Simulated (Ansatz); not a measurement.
The parent structure is MgSe in the rock salt structure (space group Fm-3m, No. 225; a = 5.450 Å). Axes: x, y, z lie along the cube axes.

The change: the cell is compressed by 5.68 % along y with no lateral relaxation, atoms relaxed at fixed cell.

Level of theory: PBEsol (Ansatz, a program for electronic structure), no spin-orbit coupling.

### Question
Give the band edges at the high-symmetry points of the new zone, measured from its valence-band maximum.

### Answer
```
point  valence edge (eV)  conduction edge (eV)
-----  -----------------  --------------------
Γ                   0.00                  2.81
X                  -1.68                  1.90
P                  -3.14                  5.05
N                  -0.68                  3.64
M                  -2.24                  1.61
S                  -1.95                  2.57
S₀                 -1.95                  2.57
R                  -2.72                  4.15
G                  -2.72                  4.15
```

The gap is 1.61 eV, indirect, Γ → M.

The cells carry an imposed strain or load. Whether these cells are dynamically stable was not tested. Labels are those of the standard path for the cell's own space group.
